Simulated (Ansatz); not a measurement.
# Effect of tensor shear ε_xy = +0.57 % on CdS

Start from CdS in the zinc blende structure (space group F-43m, No. 216; a = 5.824 Å). Axes: x, y, z lie along the cube axes.

Now apply this change: tensor shear ε_xy = +0.57 % (engineering shear γ = 0.0114); the atoms relax in the strained cell.

Computed with Kohn–Sham DFT with the PBEsol functional, run in Ansatz (a quantum-chemistry and plane-wave program) with PAW and 420 eV plane waves, spin-orbit coupling left out. Γ-centred 10×10×10 mesh, Fermi–Dirac width 0.05 eV.

```json
[
 {"quantity": "shortest interatomic distance", "base": "2.522 Å", "changed": "2.521 Å", "shift": "-0.001 Å"},
 {"quantity": "energy relative to the base (free energy F)", "base": "0 meV/atom", "changed": "+0.3 meV/atom", "shift": "+0.3 meV/atom"},
 {"quantity": "pressure (mean of the normal stresses, compression positive)", "base": "0.00 GPa", "changed": "0.00 GPa", "shift": "0.00 GPa"},
 {"quantity": "band gap", "base": "1.01 eV", "changed": "0.99 eV", "shift": "-0.02 eV"},
 {"quantity": "gap character", "base": "direct at Γ", "changed": "direct at Γ", "shift": "–"},
 {"quantity": "electron mass", "base": "0.11 mₑ (at Γ)", "changed": "0.11 mₑ (at Γ)", "shift": "–"},
 {"quantity": "valence-band top at Γ (three highest levels, from the VBM)", "base": "0.00, 0.00, 0.00 eV", "changed": "0.00, -0.02, -0.04 eV", "shift": "–"},
 {"quantity": "stress (xx, yy, zz, yz, xz, xy; compression positive)", "base": "–", "changed": "(0.00, 0.00, 0.00, 0.00, 0.00, -0.30) GPa", "shift": "–"}
]
```

Effective masses come from finite differences of ±0.01 Å⁻¹. Stability against distortions was not tested. Labels are those of the standard path for the cell's own space group.
